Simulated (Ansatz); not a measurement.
Here is the system:

```
CSi
1.0
    3.07874     0.00000     0.00000
    0.00000     3.07874     0.00000
    1.53937     1.53937     2.17699
Si C
1 1
Direct
  0.75000   0.25000   0.50000
  0.00000   0.00000   0.00000
```

Space group of this cell: F-43m, zinc blende. The cell is taken as given.

All values below come from r2SCAN (plane waves, PAW; Ansatz, a quantum-chemistry and plane-wave program).

The current runs along the normal of the first two printed vectors; no spin-orbit coupling. Scaled by the factor s: the length along the current (ions clamped). Meshes 14×14×14 and 10×10 across the current in all rows.

```json
[
 {"s": "0.97", "mean pressure (GPa)": "7.7", "band gap (eV)": "?"},
 {"s": "1.00", "mean pressure (GPa)": "0.4", "band gap (eV)": "1.71"},
 {"s": "1.03", "mean pressure (GPa)": "-6.1", "band gap (eV)": "1.57"}
]
```

**Question.** Take the slope of the band gap against ln s from the two given rows, extrapolate to s = 0.97, and say what the run there gives.

**Answer.** Slope = (1.57 − 1.71) / ln 1.03 = -4.74 eV. The line gives 1.71 + (-4.74) × ln 0.97 = 1.85 eV. The run gives 1.36 eV, 0.49 eV under the line, 343 % of the predicted step.
